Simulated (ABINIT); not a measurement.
## How far to go with the plane-wave cutoff: Pd (Fm-3m, 1 atom in the cell)

```
Pd
1.0
    0.00000     1.95084     1.95084
    1.95084     0.00000     1.95084
    1.95084     1.95084     0.00000
Pd
1
Direct
  0.00000   0.00000   0.00000
```

Method: PBE, PAW (JTH v2.0 PBE PAW) (plane waves; ABINIT).

Base settings: pseudos = [Pd.GGA_PBE-JTH.xml]; ecut = 653 eV; pawecutdg = 1306 eV; pawxcdev = 0; occopt = 3; tsmear = 0.00367493 Ha; ngkpt = 5 5 5; nshiftk = 1; shiftk = 0 0 0; potentials = JTH v2.0 PBE PAW.

Moved along: pawecutdg.

The second cell is the first with its lattice scaled by 0.98.

The mesh stays at the base's, so the ladder's end is converged at best in this setting alone.

Only quantities that move along the ladder and can be compared are tabulated.

The count of work is k-points × plane waves × bands × iterations; it is no time. 

The starting cell has typed, rounded lattice constants, without a prior relaxation at this level. Its lattice was rescaled by up to half a per cent. Spin polarisation is off. In the base run, with a pressure of about 8 GPa the cell is away from its equilibrium volume at this level. Without a gap this mesh is coarse (it stands for a supercell whose shortest vector is 14 Å).

```tsv
ecut	free energy less the last step's (meV/atom)	energy of the compressed cell less the first (meV/atom)	pressure (GPa)	count of work / last
223 eV	1898.33	114.81	-63.42	0.028
256 eV	920.79	51.13	-26.11	0.048
299 eV	307.78	147.08	0.27	0.057
327 eV	190.84	116.86	6.69	0.078
354 eV	151.44	100.97	8.28	0.090
381 eV	121.89	97.58	7.70	0.15
435 eV	63.07	88.76	6.17	0.13
517 eV	17.98	83.02	7.45	0.21
571 eV	11.66	82.56	8.28	0.24
653 eV	9.16	82.59	8.11	0.33
707 eV	6.77	82.14	7.98	0.24
762 eV	3.98	81.98	7.98	0.30
871 eV	1.40	82.10	8.18	0.49
952 eV	1.22	82.11	8.21	0.51
1116 eV	0.53	81.99	8.21	0.59
1279 eV	0.17	81.91	8.17	0.79
1524 eV	0.00	81.90	8.18	1.0
```

Coarsest ecut that holds the energy of the compressed cell less the first within 0.5 meV/atom of the last step, with all finer ones: 707 eV, at 0.24 of the last step's count of work; the step before is off by 0.69 meV/atom.

Coarsest ecut that holds the free energy within 5 meV/atom of the last step, with all finer ones: 762 eV, at 0.30 of the last step's count of work; the step before is off by 6.8 meV/atom.

Coarsest ecut that holds the pressure within 0.05 GPa of the last step, with all finer ones: 871 eV; the step before is off by 0.20 GPa.

The energy difference between the two cells stays within 1 meV/atom of the last step's from 571 eV on, the total only from 1116 eV on: much of the error is common to both cells and cancels.

At the lowest cutoff the pressure lies 71.6 GPa under the last step's, the usual sign of Pulay stress in an incomplete plane-wave basis.
